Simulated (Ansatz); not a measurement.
Ansatz (an electronic-structure program) run on Li3Mg (P6_3/mmc, 8 atoms in the cell): self-consistent single point.

Method of the run: LDA (PW92), PAW files made with PBE (plane waves; Ansatz).

The change in words: lattice scaled by 0.98. Reference geometry:
```yaml
crystal:
  lattice:
    - [6.09096, 0.00000, 0.00000]
    - [-3.04548, 5.27493, 0.00000]
    - [0.00000, 0.00000, 5.01154]
  atoms:
    - { symbol: Li, position: [0.33354, 0.16677, 0.25000] }
    - { symbol: Li, position: [0.66646, 0.83323, 0.75000] }
    - { symbol: Li, position: [0.16677, 0.33354, 0.75000] }
    - { symbol: Li, position: [0.83323, 0.66646, 0.25000] }
    - { symbol: Li, position: [0.83323, 0.16677, 0.25000] }
    - { symbol: Li, position: [0.16677, 0.83323, 0.75000] }
    - { symbol: Mg, position: [0.33333, 0.66667, 0.25000] }
    - { symbol: Mg, position: [0.66667, 0.33333, 0.75000] }
```

Reference input (self-consistent single point, DFT, LDA (PW92), plane waves, PAW files made with PBE): kpoints.mp_grid.grid = 4 4 5; hamiltonian.xc = lda; hamiltonian.pseudopotentials = {kind: paw} (the program's default PAW files); scf.occupations.method = fermi_dirac; scf.occupations.width = 0.05 eV. This run's input differs from it in these lines:

```diff
@@ -3,5 +3,5 @@
   lattice:
-    - [6.090960, 0.000000, 0.000000]
-    - [-3.045480, 5.274926, 0.000000]
-    - [0.000000, 0.000000, 5.011540]
+    - [5.969141, 0.000000, 0.000000]
+    - [-2.984570, 5.169427, 0.000000]
+    - [0.000000, 0.000000, 4.911309]
   atoms:
```

The program printed (abridged):

```
SCF iter   1: F=—  HF=-5013.948293 eV  |F-HF|=—  |Δ(HF+E_count)|=         —  Δρ=1.62e-2  dr2=1.06e0  ethr=3.10e-3  ⟨swp⟩=7.9  Hψ=1580  notcnv=0  defer=4
all-band conjugate gradients solve this SCF's bands
preconditioner: auto → Resta (q_TF=auto, 2.167 Å⁻¹)
SCF iter   2: F=—  HF=-5013.615971 eV  |F-HF|=—  |Δ(HF+E_count)|=   3.32e-1  Δρ=8.71e-3  dr2=3.41e-1  ethr=2.80e-3  ⟨swp⟩=2.0  Hψ=489  notcnv=0  defer=14
   [... lines left out ...]
SCF iter   4: F=—  HF=-5013.464553 eV  |F-HF|=—  |Δ(HF+E_count)|=   4.68e-3  Δρ=7.56e-4  dr2=2.58e-3  ethr=3.29e-5  ⟨swp⟩=2.1  Hψ=456  notcnv=0  defer=17
SCF iter   5: F=—  HF=-5013.463800 eV  |F-HF|=—  |Δ(HF+E_count)|=   7.52e-4  Δρ=1.06e-4  dr2=4.49e-5  ethr=6.79e-6  ⟨swp⟩=2.0  Hψ=346  notcnv=0  defer=17
SCF iter   6: F=—  HF=-5013.463789 eV  |F-HF|=—  |Δ(HF+E_count)|=   1.08e-5  Δρ=2.31e-5  dr2=1.13e-6  ethr=1.18e-7  ⟨swp⟩=2.2  Hψ=407  notcnv=0  defer=17
SCF iter   7: F=-5013.463789 eV  HF=-5013.463789 eV  |F-HF|=6.90e-9  |Δ(HF+E_count)|=   3.14e-8  Δρ=5.64e-6  dr2=6.59e-8  ethr=2.63e-10  ⟨swp⟩=10.2  Hψ=1570  notcnv=0
SCF 1 converged in 7 iterations: F = -5013.463789 eV  dr2 = 6.59e-8
Free energy (F): -5013.463789 eV
Internal energy: -5013.438110 eV  (E = F + TS)
E sigma→0 (E₀):  -5013.450949 eV
Entropy (-TS):   -0.025680 eV (-3.210 meV/atom)
Fermi energy:    2.389779 eV
--- Forces (eV/Å), atoms counted from 1 ---
  atom   1  Li    -0.01684422    -0.00972502     0.00000000
  atom   2  Li     0.01684422     0.00972502    -0.00000000
  atom   3  Li    -0.00000000    -0.01945003    -0.00000000
  atom   4  Li     0.00000000     0.01945003     0.00000000
  atom   5  Li     0.01684422    -0.00972502     0.00000000
  atom   6  Li    -0.01684422     0.00972502    -0.00000000
  atom   7  Mg    -0.00000000    -0.00000000    -0.00000000
  atom   8  Mg     0.00000000     0.00000000     0.00000000
--- Stress (GPa, compression-positive) ---
       -0.079354      -0.000000       0.000000
        0.000000      -0.079354       0.000000
        0.000000       0.000000       0.010723
  P = ⅓ Tr σ = -0.0493 GPa (-0.493 kbar)
  The stress holds the Pulay correction. Without it, at fixed plane waves, as pw.x and ABINIT print it: P = -0.0541 GPa
```

The run converged in 7 iterations. Against the reference run the free energy falls by 4.7 meV/atom, the pressure goes from -1.17 to -0.05 GPa and the largest force goes from 0.000 to 0.019 eV/Å.

The starting cell comes from a database of computed structures (which also holds hypothetical and non-ambient phases and stackings), without a prior relaxation at this level. For this run, on top of that: lattice scaled by 0.98. Ansatz's pressure includes its estimate of the finite-basis (Pulay) stress.

Keys are those of Ansatz 0.2.
